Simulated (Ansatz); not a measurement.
# A computed series for TiO2: response to strain

Base system: TiO$_{2}$ in the anatase structure (space group I4_1/amd, No. 141; a = 3.770 Å, c = 9.552 Å). Axes: x, y, z lie along a, b, c of the conventional cell.

Strains are applied to the cell and any free atomic positions relax.

Calculations: plane-wave PAW DFT at the PBEsol level (Ansatz, a first-principles code, 420 eV), without spin-orbit coupling.

Notes on the quantities. pressure: mean of the normal stresses, compression positive; energy relative to the base: free energy F.

| change | pressure | energy relative to the base | largest internal atomic displacement | shortest interatomic distance |
|---|---|---|---|---|
| base | 0.00 GPa | 0 meV/atom | – | 1.928 Å |
| uniaxial strain ε_zz = −3.00 % | 5.10 GPa | +6.3 meV/atom | 0.037 Å | 1.918 Å |
| uniaxial strain ε_zz = −2.40 % | [?] | [?] | [?] | [?] |
| uniaxial strain ε_zz = −1.80 % | 3.02 GPa | +2.3 meV/atom | 0.022 Å | 1.922 Å |
| uniaxial strain ε_zz = −1.20 % | 2.02 GPa | +1.0 meV/atom | 0.014 Å | 1.924 Å |
| uniaxial strain ε_zz = −0.60 % | 1.00 GPa | +0.2 meV/atom | – | 1.926 Å |

Q: What belongs in the blanks?

A: 
- uniaxial strain ε_zz = −2.40 %, pressure: 4.05 GPa
- uniaxial strain ε_zz = −2.40 %, energy relative to the base: +4.0 meV/atom
- uniaxial strain ε_zz = −2.40 %, largest internal atomic displacement: 0.029 Å
- uniaxial strain ε_zz = −2.40 %, shortest interatomic distance: 1.920 Å

Whether these cells are dynamically stable was not tested. The final runs are not spin-polarised.
